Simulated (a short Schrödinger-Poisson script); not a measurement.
Stack: symmetric double-gate stack, SiO2 on p-type Si(100), at 300 K.

```
layer  material  thickness (nm)  Na (cm⁻³)
-----  --------  --------------  ---------
1          SiO2             1.9          -
2            Si               6       1e17
3          SiO2             1.9          -
```

The device is made up for the run: typed textbook-type constants, with dimensions and the other settings drawn at random. SiO2: permittivity 3.9, conduction-band edge (eV) 3.15, gap (eV) 9, electron mass (mₑ) 0.5. Si: permittivity 11.7, conduction-band edge (eV) 0, gap (eV) 1.124, Nv at 300 K (cm⁻³) 3.1e19.

Channel valleys (confinement mass, in-plane density-of-states mass, number): Δ2 0.916, 0.19, 2; Δ4 0.19, 0.417, 4. At the gates, both at one voltage, the conduction-band edge of layer 1 lies 3.2 eV − eVg above the Fermi level of the channel. Gaps are held at their typed values at every temperature. Mesh 0.03 nm at interfaces.

From a short Schrödinger-Poisson script (our own, NumPy): 1D Poisson equation in equilibrium, electrons quantum, Hartree (BenDaniel-Duke, 12 states a valley, the channel's in-plane mass for all, wave functions ending at the dielectric), parabolic valleys, classical holes, full ionisation, no traps, pinning or gate leakage.

Question: List the lowest subbands of each valley and their electrons at Vg = 1.5 V.

Answer: 
| valley | subband | energy from the Fermi level (meV) | electrons (cm⁻²) | share (%) |
|---|---|---|---|---|
| Δ2 | 0 | -53.1 | 8.92e12 | 34.2 |
| Δ2 | 1 | -48.5 | 8.29e12 | 31.8 |
| Δ2 | 2 | 31.4 | 1.07e12 | 4.1 |
| Δ4 | 0 | 16.4 | 7.67e12 | 29.4 |
| Δ4 | 1 | 142.6 | 7.24e10 | 0.3 |
| Δ4 | 2 | 411.3 | 2220000 | 0.0 |

All electrons: 2.61e13 cm⁻².
